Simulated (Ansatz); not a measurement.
The reference is BN in the zinc blende structure (space group F-43m, No. 216; a = 3.625 Å).

Calculations: Ansatz (a program for electronic structure) PBE, no spin-orbit coupling.

Strains are applied to the cell and any free atomic positions relax.

One change was made to it. Results:

```json
[
 {"quantity": "energy relative to the base (free energy F)", "base": "0 meV/atom", "after": "+61 meV/atom"},
 {"quantity": "electron mass", "base": "0.91 mₑ along k, 0.30 mₑ across (at X)", "after": "0.88 mₑ along k, 0.29 mₑ across (at X)"},
 {"quantity": "pressure", "base": "0.00 GPa", "after": "40.13 GPa"},
 {"quantity": "hole mass (degenerate bands, along [100])", "base": "0.50, 0.53, 0.53 mₑ (at Γ)", "after": "0.50, 0.50, 0.54 mₑ (at Γ)"}
]
```

### Question
Which change produced these results?
(A) isotropic strain −1.50 %
(B) isotropic strain −2.50 %
(C) isotropic strain −3.00 %
(D) isotropic strain +1.50 %

### Answer
C, isotropic strain −3.00 %. For comparison, the energy relative to the base in the other runs: isotropic strain +1.50 % gives +13 meV/atom; isotropic strain −1.50 % gives +15 meV/atom; isotropic strain −2.50 % gives +42 meV/atom.

The levels and masses belong to the bands next to the band gap. Masses are band curvatures over ±0.01 Å⁻¹ around the edge. Along k means along the line from Γ to the band edge. Whether these cells are dynamically stable was not tested.
